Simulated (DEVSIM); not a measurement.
Structure: abrupt Si n-p junction, at 250 K.

Layer 1 from the left is Si, thickness (μm) 6.20, Nd (cm⁻³) 1.9e15, τn (s) 0.00012, τp (s) 0.00012. Layer 2 from the left is Si, thickness (μm) 1.60, Na (cm⁻³) 5.7e15, τn (s) 0.00012, τp (s) 0.00012.

Left contact: ohmic. Right contact: ohmic. Voltage is applied to the left contact. Recombination: SRH at mid-gap, Auger. Mobility is μmin + (μ − μmin)/(1 + (N/Nref)^α).

Constants are typed, rounded textbook-type inputs, not results; the design itself was drawn at random and stands for no fabricated device. Values at 300 K; Nc and Nv go as T^1.5, mobilities as T to minus their exponent, the gap by Varshni's rule with the affinity fixed.

Si: gap (eV) 1.124, affinity (eV) 4.05, permittivity 11.7, Nc (cm⁻³) 2.86e19, Nv (cm⁻³) 3.1e19, μn (cm²/Vs) 1417, μp (cm²/Vs) 470, μn,min 52, μp,min 45, Nref,n 9.7e16, Nref,p 2.2e17, αn 0.68, αp 0.72, T exponent of μn 2.3, T exponent of μp 2.2, Cn (cm⁶/s) 2.8e-31, Cp (cm⁶/s) 9.9e-32, Varshni α (eV/K) 0.000473, Varshni β (K) 636.

Q: Estimate by hand the built-in potential, the peak field at zero bias, the capacitance at 3 V, and compare with a numerical solution.

A: 
- Built-in potential: ni = √(Nc Nv) exp(−Eg/2kT) = 8.01e7 cm⁻³ with Eg = 1.136 eV; Vbi = kT/q ln(Na Nd/ni²) = 0.755 V; numerical 0.755 V.
- Peak field at zero bias: depletion approximation: W = √(2εVbi/(qN)) = 0.828 μm with N = 1.42e15 cm⁻³; field = 2Vbi/W = 18200 V/cm; numerical 17700 V/cm (estimate above by 3.0 %).
- Capacitance at 3 V: C = √(qεN / 2(Vbi + |V|)) = 5.61 nF/cm²; numerical 5.64 nF/cm² (estimate below by 0.59 %).

DEVSIM, 1D drift-diffusion, Boltzmann statistics, complete ionisation; no tunnelling, impact ionisation, image-force lowering or self-heating.
